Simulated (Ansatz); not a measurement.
**Effect of tensor shear ε_xz = +1.14 % on TiB2**

The parent structure is TiB₂ (space group P6/mmm, No. 191; a = 2.9939 Å, c = 3.1595 Å). Axes: x lies along a and z along c of the hexagonal cell.

One thing is altered: tensor shear ε_xz = +1.14 % (engineering shear γ = 0.0228); the atoms relax in the strained cell.

Method: plane-wave PAW DFT at the LDA level (Ansatz, a program for electronic structure, 420 eV), no SOC. k-mesh 13×13×10 (Γ-centred); smearing 0.05 eV (Fermi–Dirac).

```tsv
quantity	base	changed	shift
volume per atom	8.18 Å³	8.17 Å³	-0.001 Å³
space group	P6/mmm (No. 191)	C2/m (No. 12)	–
shortest interatomic distance	1.729 Å	1.729 Å	0.000 Å
energy relative to the base (free energy F)	0 meV/atom	+3.8 meV/atom	+3.8 meV/atom
pressure (mean of the normal stresses, compression positive)	0.0 GPa	0.2 GPa	+0.2 GPa
band gap	zero	zero	–
stress (xx, yy, zz, yz, xz, xy; compression positive) (rough)	–	(0.2, 0.0, 0.3, 0.0, -6.6, 0.0) GPa	–
```

The mesh was chosen for an insulator and is coarse for the gapless case. Without a gap, meshes like the base's 13×13×10 leave anisotropic stresses uncertain by several tenths of a GPa, and small strain energies with them. No phonon test of stability was made. All final runs are without spin polarisation.
